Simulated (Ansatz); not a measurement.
## What S on a Zr site (antisite), symmetric start does to ZrS2

The reference is a 12-atom supercell of ZrS2 in the CdI2 type structure (space group P-3m1, No. 164; a = 3.6743 Å, c = 5.8603 Å; layered, stacked along the Cartesian z axis) at its relaxed geometry.

One thing is altered: a neutral S on a Zr site (antisite), symmetric start, atoms relaxed at fixed cell.

Method: DFT with r2SCAN+rVV10, PAW potentials and a 500 eV plane-wave cutoff in Ansatz (a first-principles code), scalar-relativistic without spin-orbit coupling. k-mesh 6×6×6 (Γ-centred); smearing 0.01 eV (Fermi–Dirac).

| quantity | base | changed | shift |
|---|---|---|---|
| pressure | 0.0 GPa | -1.5 GPa | -1.5 GPa |
| energy gained by relaxation | – | 0.34 eV | – |
| largest displacement of a host atom from its site in the perfect cell | – | 0.14 Å | – |
| mean distance from the defect site to its nearest host atoms | 2.57 Å | 2.42 Å | -0.142 Å |

Final structure:

```
CELL_PARAMETERS angstrom
      7.34860     0.00000     0.00000
     -3.67430     6.36408     0.00000
      3.67430     6.36408     5.86030
ATOMIC_POSITIONS crystal
  S  0.00000 0.00000 0.00000
  Zr 0.00000 0.50000 0.00000
  Zr 0.50000 0.00000 0.00000
  Zr 0.50000 0.50000 0.00000
  S  0.92394 0.08114 0.23326
  S  0.92394 0.60954 0.23326
  S  0.41909 0.08575 0.24758
  S  0.45234 0.60954 0.23326
  S  0.54766 0.39046 0.76674
  S  0.58091 0.91425 0.75242
  S  0.07606 0.39046 0.76674
  S  0.07606 0.91886 0.76674
```

Cost of the whole job for the changed cell (relaxation, final SCF and bands): about 11 core-minutes (a rough figure).

The magnetic state is the one reached from the starting moments; the real material's order can differ, and small cells can't hold many antiferromagnetic ones. The cell is small, so the values are those of an ordered compound at a high defect concentration; dilute-limit values will differ. The defect started on the symmetric site and kept its symmetry, so it may sit on a saddle. Seeded moments were not kept for S on a Zr site (antisite). The defect cell is spin-polarised and ends with 0.0 μB.
